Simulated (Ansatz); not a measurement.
Levels about the gap of amorphous silicon nitride (Si30N40) (70 atoms in a cell of 781 Å³, 2.98 g/cm³; zone centre alone, so wide bands show as single levels with stretches between that a denser mesh fills), at the geometry that PBE relaxed, where it gives 0.1 GPa on a denser mesh. The participation number counts the atoms over which a state spreads; weights are charges in smoothed Voronoi cells. The levels come from a single point, so bond lengths are those of that geometry. Method of the levels: r2SCAN, scalar-relativistic without spin-orbit coupling (Ansatz, a quantum-chemistry and plane-wave program). Sampling: the zone centre alone; Fermi-Dirac width 0.01 eV; collinear spin, started from moments on atoms (the moments died out). At PBE the levels at both edges of the gap are localised (band-tail or defect states), and the nearest spread-out levels lie 2.9 eV apart at the zone centre.

It comes from a melt-quench run on a machine-learned potential (CHGNet), relaxed afterwards by DFT. N atoms were pushed apart under 1.9 Å during the dynamics, to hinder bonds among them. The hot cell started wider than the set density and was brought back towards it in steps. It is the lowest in DFT energy of 2 quenches. It is a model cell: composition and starting density were chosen by hand, and all elements were melted together. No dispersion term was used. Its density started from a set value of 2.93 and ended at 2.98 g/cm³. The simulated quench (nominally 91 K/ps over its main leg) is rapid and tends to freeze in more defects than a deposited or slowly cooled glass has. A cell of this size samples the disorder only roughly. Volume and shape were free in the relaxation. On a 2×2×2 Γ-centred mesh force components of up to 0.19 eV/Å stay, since the relaxation ran on the zone centre alone.

```tsv
E - E(highest filled), eV	filling	spin	participation number	largest on	weight N	weight Si
-0.40	filled	dn	14.9	N, 3 neighbours	0.90	0.10
-0.37	filled	dn	15.8	N, 3 neighbours	0.90	0.10
-0.37	filled	up	15.8	N, 3 neighbours	0.90	0.10
-0.12	filled	dn	16.2	N, 3 neighbours	0.91	0.09
-0.12	filled	up	16.2	N, 3 neighbours	0.91	0.09
0.00	filled	dn	4.0	N, 2 neighbours	0.89	0.11
0.00	filled	up	4.0	N, 2 neighbours	0.89	0.11
2.86	empty	up	5.4	Si, 3 neighbours	0.44	0.56
2.86	empty	dn	5.4	Si, 3 neighbours	0.44	0.56
3.27	empty	up	19.0	Si, 4 neighbours	0.47	0.53
3.27	empty	dn	19.0	Si, 4 neighbours	0.47	0.53
3.72	empty	up	23.7	Si, 4 neighbours	0.47	0.53
3.72	empty	dn	23.7	Si, 4 neighbours	0.47	0.53
3.90	empty	up	29.6	Si, 4 neighbours	0.43	0.57
```

Most localised among these is the filled level at +0.00 eV, on a N atom, which has 2 neighbours (Si 1.66 Å, Si 1.70 Å).
